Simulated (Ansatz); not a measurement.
Consider a (001) superlattice of 1 double layers of Si and 5 of Ge (both in the zinc blende type), in-plane lattice that of Si; the cell holds Si2Ge10.

Calculation: PBE (plane waves to 420 eV, PAW; Ansatz, an electronic-structure program). Spin–orbit coupling is left out; PBE gaps are too small against experiment. Its k-point mesh 8×8×2, Fermi–Dirac width 0.01 eV.

Task: Predict its period and gap.

Result: 
```
Item                                                                                                Result
---------------------------------------------------------------------  -----------------------------------
period                                                                                             17.61 Å
in-plane lattice vector                                                                            3.869 Å
strain of bulk Ge held on this lattice, in plane and along the normal                -5.03 %, then +3.50 %
PBE gap of the superlattice over the mesh and listed points off it     closed, bands overlapping by 0.1 eV
```
